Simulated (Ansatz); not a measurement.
Fluorite HfO2 (high-temperature phase) was calculated with PBE (Ansatz, an electronic-structure program, plane waves, PAW).

Settings: plane-wave cutoff 520 eV, 12×12×12 k mesh, Fermi–Dirac smearing 0.01 eV, scalar-relativistic PAW data made under PBE.

Equation-of-state points:

```json
[
 {"V (Å³/atom)": "10.374", "E − E_lowest (meV/atom)": "34.05", "P (GPa)": "17.38"},
 {"V (Å³/atom)": "10.594", "E − E_lowest (meV/atom)": "14.60", "P (GPa)": "10.97"},
 {"V (Å³/atom)": "10.815", "E − E_lowest (meV/atom)": "3.53", "P (GPa)": "5.20"},
 {"V (Å³/atom)": "11.036", "E − E_lowest (meV/atom)": "0.00", "P (GPa)": "0.01"},
 {"V (Å³/atom)": "11.256", "E − E_lowest (meV/atom)": "3.27", "P (GPa)": "-4.67"},
 {"V (Å³/atom)": "11.477", "E − E_lowest (meV/atom)": "12.66", "P (GPa)": "-8.89"},
 {"V (Å³/atom)": "11.698", "E − E_lowest (meV/atom)": "27.56", "P (GPa)": "-12.68"}
]
```

Estimate the bulk modulus from the pressures at 10.815 and 11.256 Å³/atom, and compare it with a fit to all energies.

B = −V dP/dV. Between V = 10.815 and 11.256 Å³/atom, dP/dV = (-4.67 − (5.20))/(11.256 − 10.815) = -22.4 GPa per Å³/atom; at the midpoint 11.035 Å³/atom this gives B ≈ 247 GPa. The third-order Birch–Murnaghan fit gives V0 = 11.036 Å³/atom, B0 = 246 GPa, B′ = 4.2, which lies within 1 % of that estimate.

Measured, for comparison: bulk modulus 242 ± 16 GPa (room temperature, not corrected to a static lattice, nanocrystalline cubic HfO2, second-order Birch-Murnaghan; as tabulated in High-pressure structural stability, equation of state, and thermal expansion …). Computed (rounded) less measured: bulk modulus +2 % (inside the measured uncertainty). A static lattice is as a rule a little smaller and stiffer than an uncorrected measurement, which narrows the difference in the bulk modulus and would widen misses of the other sign.

Note: symmetry holds this phase in the static calculation, where it need not be a minimum; held by symmetry at 0 K, a high-temperature phase can be a saddle point.

Spin–orbit coupling is not included.

Computed values are for the static lattice.
